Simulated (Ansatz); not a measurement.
A short convergence ladder for Pd (P6_3/mmc, 2 atoms in the cell)

```
Pd
1.0
    2.77532     0.00000     0.00000
   -1.38766     2.40350     0.00000
    0.00000     0.00000     4.61500
Pd
2
Cartesian
  1.38766   0.80116   3.46125
  0.00000   1.60233   1.15375
```
Moments meant for the start (each program seeds them in its own way; μB, in the order of the atoms Pd Pd): 1.0 1.0.

Base method: LDA (PW92), default PAW files made with PBE (plane waves; Ansatz, a program for electronic structure).

Base settings: basis.ecutwfc = 420 eV; kpoints.mp_grid.grid = 14 14 7; hamiltonian.xc = lda; hamiltonian.pseudopotentials = {kind: paw} (the program's default PAW files); magnetization.spin_polarized = true; scf.occupations.method = fermi_dirac; scf.occupations.width = 0.1 eV.

**The force threshold of a relaxation**

On Pd (P-3m1, 2 atoms in the cell): one atom moved by 0.15 angstrom.

In this ladder: relax = atoms.

The mesh stays at the base's, so the ladder's end is converged at best in this setting alone.

Only quantities that move along the ladder and can be compared are tabulated.

```csv
relax.f_tol,free energy less the last step's (meV/atom),largest force left (eV/Å),relaxation steps
0.2 eV/Å,0.95,0.1608,3
0.1 eV/Å,0.00,0.0012,3
0.05 eV/Å,0.00,0.0012,3
0.03 eV/Å,0.00,0.0012,4
0.02 eV/Å,0.00,0.0012,4
0.01 eV/Å,0.00,0.0012,4
0.005 eV/Å,0.00,0.0012,4
0.002 eV/Å,0.00,0.0012,4
0.001 eV/Å,0.00,0.0000,5
```

Coarsest relax.f_tol that holds the largest force left within 0.02 eV/Å of the last step, with all finer ones: 0.1 eV/Å; the step before is off by 0.16 eV/Å.

Coarsest relax.f_tol that holds the free energy within 0.1 meV/atom of the last step, with all finer ones: 0.1 eV/Å; the step before is off by 0.95 meV/atom.

On the base run: the starting cell comes from a database of computed structures (which also holds hypothetical and non-ambient phases and stackings), without a prior relaxation at this level. Its lattice was rescaled by up to half a per cent. The starting moments vanished: the run ended non-magnetic. The program warned that a starting moment was not kept. In the base run, with a pressure of about -14 GPa the cell is away from its equilibrium volume at this level.

Keys are those of Ansatz 0.2.
